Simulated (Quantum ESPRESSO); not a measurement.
# Several settings converged on ZrCu₅ (R3m, 6 atoms in the cell)

```xyz
6
Lattice="0.0000 3.4218 3.4218 3.4218 0.0000 3.4218 3.4218 3.4218 0.0000" Properties=species:S:1:pos:R:3 pbc="T T T"
Zr     0.0289     0.0289     0.0289
Cu     5.1327     5.1327     5.1327
Cu     4.2711     2.5724     4.2711
Cu     2.5724     2.5724     2.5724
Cu     2.5724     4.2711     4.2711
Cu     4.2711     4.2711     2.5724
```

Base method: LDA (PZ), PSlibrary PAW (LDA) pseudopotentials (plane waves; Quantum ESPRESSO).

Base settings: ecutwfc = 55 Ry; ecutrho = 330 Ry; occupations = smearing; smearing = fd; degauss = 0.0073499 Ry; potentials = {Zr: Zr.pz-spn-kjpaw_psl.1.0.0.UPF, Cu: Cu.pz-dn-kjpaw_psl.1.0.0.UPF}; K_POINTS = automatic 3 3 3 0 0 0; conv_thr = 1e-10 Ry; mixing_beta = 0.4.

The count of work is k-points × plane waves × bands × iterations; it is no time. Core times come from one kind of shared machine, to one figure; runs under 30 s give none.

**The plane-wave cutoff**

Moved along: ecutrho.

The mesh stays at the base's, so the ladder's end is converged at best in this setting alone.

Only quantities that move along the ladder and can be compared are tabulated.

| ecutwfc | free energy less the last step's (meV/atom) | pressure (GPa) | largest difference of a force vector from the last step's (eV/Å) | count of work / last | core time / last (rough) |
|---|---|---|---|---|---|
| 19 Ry | 11213.69 | -536.58 | 0.099 | 0.052 | – |
| 22 Ry | 4311.63 | -257.76 | 0.233 | 0.069 | – |
| 25 Ry | 1576.82 | -119.74 | 0.062 | 0.077 | – |
| 30 Ry | 238.26 | -29.31 | 0.032 | 0.11 | 0.2 |
| 38 Ry | 60.41 | -9.20 | 0.003 | 0.15 | 0.3 |
| 50 Ry | 20.00 | -9.74 | 0.001 | 0.22 | 0.2 |
| 55 Ry | 10.31 | -9.05 | 0.001 | 0.27 | 0.2 |
| 66 Ry | 6.40 | -8.68 | 0.000 | 0.36 | 0.4 |
| 132 Ry | 0.00 | -8.58 | 0.000 | 1.0 | 1 |

Coarsest ecutwfc that holds the pressure within 1 GPa of the last step, with all finer ones: 55 Ry, at 0.27 of the last step's count of work and about 0.2 of the last step's time; the step before is off by 1.2 GPa.

Coarsest ecutwfc that holds the free energy within 5 meV/atom: not settled: the last two steps still differ by 6.4 meV/atom, over half the tolerance, so the ladder does not show it.

Coarsest ecutwfc that holds the forces within 0.02 eV/Å of the last step, with all finer ones: 38 Ry, at 0.15 of the last step's count of work and about 0.3 of the last step's time; the step before is off by 0.032 eV/Å.

At the lowest cutoff the pressure lies 528 GPa under the last step's, the usual sign of Pulay stress in an incomplete plane-wave basis.

**The cutoff for other potential files**

Level: DFT, LDA (PW92), plane waves, PseudoDojo standard norm-conserving (LDA) pseudopotentials.

In this ladder: ecutrho = default; pseudopotentials = {Zr: Zr.upf, Cu: Cu.upf}.

The second cell is the first with its lattice scaled by 0.98.

The mesh stays at the base's, so the ladder's end is converged at best in this setting alone.

Only quantities that move along the ladder and can be compared are tabulated.

| ecutwfc | free energy less the last step's (meV/atom) | energy of the compressed cell less the first (meV/atom) | pressure (GPa) | largest difference of a force vector from the last step's (eV/Å) | count of work / last | core time / last (rough) |
|---|---|---|---|---|---|---|
| 43 Ry | 36239.97 | -117.41 | -1602.70 | 0.576 | 0.13 | – |
| 52 Ry | 10086.29 | 89.33 | -663.26 | 0.389 | 0.15 | 0.2 |
| 66 Ry | 784.66 | -1.83 | -97.73 | 0.043 | 0.21 | 0.3 |
| 81 Ry | 16.69 | -23.79 | -12.56 | 0.001 | 0.28 | 0.3 |
| 95 Ry | 1.06 | -23.10 | -9.11 | 0.000 | 0.35 | 0.5 |
| 142 Ry | 0.33 | -23.11 | -9.12 | 0.000 | 0.65 | 0.8 |
| 190 Ry | 0.00 | -23.11 | -9.12 | 0.000 | 1.0 | 1 |

Coarsest ecutwfc that holds the forces within 0.02 eV/Å of the last step, with all finer ones: 81 Ry, at 0.28 of the last step's count of work and about 0.3 of the last step's time; the step before is off by 0.043 eV/Å.

Coarsest ecutwfc that holds the energy of the compressed cell less the first within 0.5 meV/atom of the last step, with all finer ones: 95 Ry, at 0.35 of the last step's count of work; the step before is off by 0.67 meV/atom.

Coarsest ecutwfc that holds the free energy within 5 meV/atom of the last step, with all finer ones: 95 Ry, at 0.35 of the last step's count of work; the step before is off by 17 meV/atom.

The energy difference between the two cells stays within 1 meV/atom of the last step's from 81 Ry on, the total only from 142 Ry on: much of the error is common to both cells and cancels.

At the lowest cutoff the pressure lies 1590 GPa under the last step's, the usual sign of Pulay stress in an incomplete plane-wave basis.

**The relaxed cell against the cutoff**

On ZrCu5 (F-43m, 6 atoms in the cell): atoms on their sites.

In this ladder: calculation = vc-relax; tprnfor = default; tstress = default. Moved along: ecutrho.

The mesh stays at the base's, so the ladder's end is converged at best in this setting alone.

Only quantities that move along the ladder and can be compared are tabulated.

```csv
ecutwfc,relaxed volume (Å³/atom),relaxation steps,core time / last (rough)
28 Ry,11.627,3,0.1
33 Ry,12.446,2,0.2
38 Ry,12.563,3,0.3
55 Ry,12.599,3,0.6
82 Ry,12.614,3,0.8
110 Ry,12.616,3,1
```

Coarsest ecutwfc that holds the relaxed volume within 0.025 Å³/atom of the last step, with all finer ones: 55 Ry; the step before is off by 0.053 Å³/atom.

At the lowest cutoff the cell relaxes to a volume 7.8 % smaller than at the highest.

On the base run: the starting cell comes from a database of computed structures (which also holds hypothetical and non-ambient phases and stackings), without a prior relaxation at this level. Its lattice was rescaled by up to half a per cent. One atom was moved a little off its site on purpose. Spin polarisation is off. Without a gap this mesh is coarse (it stands for a supercell whose shortest vector is 15 Å).
